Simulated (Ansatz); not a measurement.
Take Mg$_{3}$PbO in the anti-perovskite structure (space group Pm-3m, No. 221; a = 4.385 Å; a hypothetical phase, not in the database extracts checked) as the base. Axes: x, y, z lie along the cube axes.

Level of theory: PBEsol (Ansatz, a first-principles code; PAW; 420 eV plane waves; no spin-orbit coupling).

Strains are applied to the cell and any free atomic positions relax; under biaxial strain the out-of-plane vector relaxes too; under stress the whole cell relaxes.

One change was made to it. Results:

```json
[
 {"quantity": "energy relative to the base (free energy F)", "base": "0 meV/atom", "after": "+53 meV/atom"},
 {"quantity": "band gap", "base": "zero", "after": "zero"}
]
```

### Question
What was done to the base?
A. isotropic strain +4.81 %
B. uniaxial stress, 1 GPa tension along x
C. isotropic strain +4.33 %
D. biaxial strain +1.64 %, plane normal [001], relaxed out of plane

### Answer
C, isotropic strain +4.33 %. For comparison, the energy relative to the base in the other runs: biaxial strain +1.64 %, plane normal [001], relaxed out of plane gives +3.4 meV/atom; isotropic strain +4.81 % gives +65 meV/atom; uniaxial stress, 1 GPa tension along x gives +0.5 meV/atom.

Without a gap, meshes like the base's 11×11×11 leave anisotropic stresses uncertain by several tenths of a GPa, and small strain energies with them. Beyond what the load breaks, stability against distortions was not tested. All final runs are without spin polarisation. A zero or small gap of Mg3PbO can be the functional's error rather than a property of the material.
